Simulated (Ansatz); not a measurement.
A working Ansatz (a program for electronic structure) input for Tb4CeS7 (Cm, 12 atoms in the cell) (DFT, LDA (PW92), plane waves, default PAW files made with PBE):

Ansatz 0.2 input:
```yaml
# Tb4CeS7
crystal:
  lattice:
    - [6.490850, -1.911955, 0.000000]
    - [6.490850, 1.911955, 0.000000]
    - [-2.965141, 0.000000, 11.308556]
  atoms:
    - { symbol: Tb, position: [0.300760, 0.300760, 0.186300], spin: 6.0 }
    - { symbol: Tb, position: [0.698800, 0.698800, 0.812700], spin: 6.0 }
    - { symbol: Tb, position: [0.999960, 0.999960, 0.998350], spin: 6.0 }
    - { symbol: Tb, position: [0.886620, 0.886620, 0.581260], spin: 6.0 }
    - { symbol: Ce, position: [0.112480, 0.112480, 0.420380], spin: 1.0 }
    - { symbol: S, position: [0.261850, 0.261850, 0.653500] }
    - { symbol: S, position: [0.746230, 0.746230, 0.349430] }
    - { symbol: S, position: [0.658280, 0.658280, 0.050440] }
    - { symbol: S, position: [0.340610, 0.340610, 0.949040] }
    - { symbol: S, position: [0.955800, 0.955800, 0.210150] }
    - { symbol: S, position: [0.042430, 0.042430, 0.785350] }
    - { symbol: S, position: [0.496180, 0.496180, 0.503110] }
kpoints:
  mp_grid: { grid: [6, 6, 2] }
hamiltonian:
  xc: lda
  pseudopotentials: { kind: paw }
magnetization:
  spin_polarized: true
scf:
  occupations: { method: fermi_dirac, width: 0.0073 Ry }
output:
  forces: true
  eigenvalues: true
  stress: true
```

The run converged in 35 iterations: free energy E − TS (on the zero of these files) -51444.6721 eV; Fermi level (on the code's own zero) 10.24 eV; pressure -3.66 GPa; largest force (vector length) 0.385 eV/Å; size of the cell's spin moment 22.35 μB. Each of these slips is then made, one at a time:

(1)
```diff
+  max_iter: 4
```

(2)
```diff
-    - { symbol: Tb, position: [0.300760, 0.300760, 0.186300], spin: 6.0 }
-    - { symbol: Tb, position: [0.698800, 0.698800, 0.812700], spin: 6.0 }
-    - { symbol: Tb, position: [0.999960, 0.999960, 0.998350], spin: 6.0 }
-    - { symbol: Tb, position: [0.886620, 0.886620, 0.581260], spin: 6.0 }
-    - { symbol: Ce, position: [0.112480, 0.112480, 0.420380], spin: 1.0 }
+    - { symbol: Tb, position: [0.300760, 0.300760, 0.186300] }
+    - { symbol: Tb, position: [0.698800, 0.698800, 0.812700] }
+    - { symbol: Tb, position: [0.999960, 0.999960, 0.998350] }
+    - { symbol: Tb, position: [0.886620, 0.886620, 0.581260] }
+    - { symbol: Ce, position: [0.112480, 0.112480, 0.420380] }
```

Question: What happens in each case?

Answer: 
(1) An iteration limit that is too low. The run ended unconverged after 4 iterations.
```
did not converge after 4 iterations: dr2 = 3.05e0 (threshold 1.00e-7), under the density mixer `msr1`, which `scf.mixing.algorithm: auto` chose by the deck's other keys (type `scf.mixing.algorithm: msr1` to keep it); raise `scf.max_iter`, which need not help a stalled SCF, or adjust the mixing (`scf.mixing`) or, under a smearing, its width (`scf.oc [...]
```

(2) A spin-polarised run without starting moments. The run converged in 36 iterations, and against the sound input the free energy stays essentially unchanged (within 1 meV/atom), the pressure stays at -3.66 GPa, the largest force stays at 0.385 eV/Å and the size of the net moment stays at 1.86 μB/atom.

The starting cell comes from a database of computed structures (which also holds hypothetical and non-ambient phases and stackings), without a prior relaxation at this level. The magnetic order is the one reached from the typed start; others were not searched systematically. With U or open f shells several self-consistent states can exist. The f electrons are in the valence without U or exact exchange, which can misplace them near the Fermi level. Spin-orbit terms, which matter for f shells, are left out. The program warned that a starting moment was not kept. In the base run, with a pressure of about -4 GPa the cell is away from its equilibrium volume at this level. Ansatz's pressure includes its estimate of the finite-basis (Pulay) stress.

Left out of this page: 3 runs of the series with a known weakness of the program.
